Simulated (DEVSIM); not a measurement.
Device: Ni/SiON/p-InP capacitor, at 300 K.

Layer 1 from the left is SiON, thickness (nm) 21.0. Layer 2 from the left is InP, thickness (nm) 2600, Na (cm⁻³) 5.7e16.

Metal gate on the left, work function 5.1 eV. Fixed charge at the semiconductor interface 2.3e12 cm⁻² (in units of +e); no interface traps.

The device is made up for the run: typed textbook-type constants, with dimensions and the other settings drawn at random. Values at 300 K.

SiON: gap (eV) 7, affinity (eV) 1.4, permittivity 5.5. InP: gap (eV) 1.344, affinity (eV) 4.38, permittivity 12.5, Nc (cm⁻³) 5.7e17, Nv (cm⁻³) 1.1e19.

Model (solved in DEVSIM): 1D Poisson equation in equilibrium, Boltzmann statistics, complete ionisation; no quantum confinement or tunnelling. Metal contacts follow the ideal Schottky-Mott rule: no Fermi-level pinning, no interface dipoles.

Question: What does the simulation give for the minimum of the low-frequency capacitance?

Answer: minimum of the low-frequency capacitance 0.0549 μF/cm².
